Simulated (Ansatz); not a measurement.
Functionals compared on the (322) surface of fcc Pd in its 1x1 cell, outermost plane spacing 0.48 Å in the ideal cut, in Ansatz (plane waves, PAW). The structure was relaxed with PBE; the other rows are single points on it, each with its references at the same level. Cutoff 420 eV (500 eV for r2SCAN).

Model: 22-atom slab, 10.0 Å thick at the start (thin: gaps and levels are the slab's own), 13x4x1 mesh, Fermi-Dirac 0.1 eV, dipole correction, all atoms relaxed; held to the start's symmetry, so lower structures may exist; no spin, no spin-orbit, no U. These notes are the PBE run's.

```json
[
 {"functional": "PBE", "surface energy (J/m²)": "1.48", "work function of the top face (eV)": "5.08", "rough cost of the single point": "–"},
 {"functional": "LDA", "surface energy (J/m²)": "…", "work function of the top face (eV)": "…", "rough cost of the single point": "roughly 8 core-minutes"},
 {"functional": "PBEsol", "surface energy (J/m²)": "1.86", "work function of the top face (eV)": "5.20", "rough cost of the single point": "around 8 core-minutes (rough)"},
 {"functional": "RPBE", "surface energy (J/m²)": "1.22", "work function of the top face (eV)": "4.89", "rough cost of the single point": "roughly 7 core-minutes"},
 {"functional": "r2SCAN", "surface energy (J/m²)": "1.70", "work function of the top face (eV)": "5.07", "rough cost of the single point": "around 24 core-minutes (rough)"}
]
```

Task: Fill in the missing entries.

Result: 
- LDA, surface energy (J/m²): 2.07
- LDA, work function of the top face (eV): 5.49

Ansatz is a program for electronic structure.
